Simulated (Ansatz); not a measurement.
Base system: GaN (space group P6_422, No. 181; a = 3.1637 Å, c = 7.4394 Å; a hypothetical phase, not in the database extracts checked).

All numbers come from PBE (Ansatz, an electronic-structure program; PAW; 420 eV plane waves; spin-orbit coupling left out).

Its conduction minimum is a single valley at Γ with mass 0.12 mₑ.

One thing is altered: 1.29 electrons added to each cell, a density of 2.0×10^22 cm⁻³, with a uniform compensating background at fixed cell and a 300 K Fermi–Dirac width.

### Question
Where would a parabolic band put the Fermi level, and where does the calculation put it?

### Answer
k_F = (3π²n)^(1/3) = 0.840 Å⁻¹, so ħ²k_F²/2m = 23 eV above the band edge at zero temperature. The calculation gives 2.85 eV (to 0.05 eV): the band is strongly non-parabolic or higher valleys fill at this density.

Carriers are added with a uniform compensating background; total energy and stress of such cells depend on the potential's zero and are not compared; many-body gap narrowing is missing at this level. The levels and masses belong to the bands next to the band gap. Masses are band curvatures over ±0.01 Å⁻¹ around the edge. No phonon test of stability was made. The base started in P3_121 and relaxed to P6_422 at this level.
